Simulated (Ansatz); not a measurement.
Consider LaN in the zinc blende structure (space group F-43m, No. 216; a = 5.546 Å; a hypothetical phase, not in the database extracts checked). Axes: x, y, z lie along the cube axes.

The change: tensor shear ε_yz = −1.06 % (engineering shear γ = -0.0212), atoms relaxed at fixed cell.

Levels (all Ansatz, a quantum-chemistry and plane-wave program, PAW): PBEsol (420 eV, without spin-orbit coupling); r2SCAN (500 eV, scalar-relativistic without spin-orbit coupling).

The geometry is relaxed with PBEsol.

- PBEsol smallest direct gap = 2.20 eV
- PBEsol lowest conduction level above the VBM at special points = Γ 1.05 eV; U₀ 2.03 eV; Y₀ 2.03 eV; F₂ 2.03 eV
- PBEsol pressure = 0.00 GPa

Predict the smallest direct gap, lowest conduction level above the VBM at special points and pressure from r2SCAN.

The smallest direct gap goes up by 0.34 eV, from 2.20 eV to 2.54 eV; the lowest conduction level above the VBM at special points changes from Γ 1.05 eV; U₀ 2.03 eV; Y₀ 2.03 eV; F₂ 2.03 eV to Γ 1.51 eV; U₀ 2.37 eV; Y₀ 2.37 eV; F₂ 2.38 eV; the pressure goes from zero to 2.97 GPa.

Single points use the geometry relaxed with PBEsol. Their cutoffs differ, which shifts pressures a little. The cells carry an imposed strain or load. Stability against distortions was not tested. Labels are those of the standard path for the cell's own space group.
